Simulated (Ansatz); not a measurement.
## What biaxial strain −1.13 %, plane normal [111], relaxed out of plane does to Si

Consider Si in the diamond structure (space group Fd-3m, No. 227; a = 5.4443 Å). Axes: x, y, z lie along the cube axes.

It is then changed as follows: compressive biaxial strain of 1.13 % in the plane normal to [111], as in epitaxy on a mismatched substrate; the out-of-plane cell vector and the atoms relax.

Computed with Ansatz (a first-principles code), r2SCAN, PAW, cutoff 500 eV, no spin-orbit coupling. k-mesh 10×10×10 (Γ-centred); smearing 0.05 eV (Fermi–Dirac).

- Volume per atom = 19.81 Å³ (base 20.17 Å³)
- Space group = R-3m (No. 166) (base Fd-3m (No. 227))
- Shortest interatomic distance = 2.340 Å (base 2.357 Å)
- Energy relative to the base (free energy F) = +3.8 meV/atom
- Pressure (mean of the normal stresses, compression positive) = 1.80 GPa (base 0.00 GPa)
- Band gap = 0.68 eV (base 0.78 eV)
- Gap character = indirect, Γ → F–Γ (13 % along)
- Smallest direct gap = 2.54 eV (base 2.74 eV)
- Valence-band top at Γ (three highest levels, from the VBM) = 0.00, 0.00, -0.16 eV (base 0.00, 0.00, 0.00 eV)
- Valley order (the lowest conduction-band minima on the path, energy above the VBM, named in the base's zone) = a point along [010], about 1.0 Å⁻¹ from Γ 0.68 eV; L along [1-1-1] 1.80 eV; L along [111] 2.03 eV (base a point along ⟨100⟩, about 1.0 Å⁻¹ from Γ 0.78 eV; L along ⟨111⟩ 1.84 eV)
- Out-of-plane strain = +0.48 %
- Ratio −ε⊥/ε∥ = 0.43
- Mean in-plane stress (compression positive) = +2.7 GPa

Final structure (turned so that z lies along the plane normal):

```xyz
2
Lattice="3.8062 0.0000 0.0000 1.9031 3.2963 0.0000 1.9031 -1.0988 3.1585" Properties=species:S:1:pos:R:3 pbc="T T T"
Si     1.9031     1.0988     1.5858
Si     3.8062     2.1975     0.7830
```

Cost of the whole job for the changed cell (relaxation, final SCF and bands): about 23 core-seconds (a rough figure).

Stability against distortions was not tested. k-point labels follow each cell's own Brillouin zone.
